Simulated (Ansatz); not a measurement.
The reference is Rh in the fcc (Cu type) structure (space group Fm-3m, No. 225; a = 3.8000 Å).

The values are results of r2SCAN (Ansatz, an electronic-structure program), without spin-orbit coupling, not measurements.

For the base:

The lattice parameter a is 3.800 Å.

The change: a negative pressure, −2 GPa.

### Question
What happens to the lattice parameter a?

### Answer
The lattice parameter a increases by 0.009 Å, from 3.800 Å to 3.809 Å.

Load acts through the strain it causes; cell and atoms are relaxed under it. Stability against distortions was not tested. All final runs are without spin polarisation.
